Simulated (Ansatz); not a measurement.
Take Al2O3 in the corundum structure (space group R-3c, No. 167; a = 4.7292 Å, c = 12.8916 Å (hexagonal axes)) as the base. Axes: x lies along a and z along c of the hexagonal cell.

Computed with LDA (Ansatz, a quantum-chemistry and plane-wave program; PAW; 420 eV plane waves; no spin-orbit coupling).

The change: uniaxial strain ε_zz = −0.75 %, all other strain components held at zero, atoms relaxed at fixed cell.

**Question.** Predict the stress tensor and what it implies for the stiffness.

**Answer.** Stress of the strained cell less that of the base (GPa, compression positive):
```
   0.98    0.00    0.00
   0.00    0.98    0.00
   0.00    0.00    3.74
```

Then −Δσ_ii/ε with ε = -0.0075 gives relaxed-ion elastic constants: C33 ≈ 499 GPa, C13 ≈ 131 GPa and C23 ≈ 131 GPa.

Whether these cells are dynamically stable was not tested.
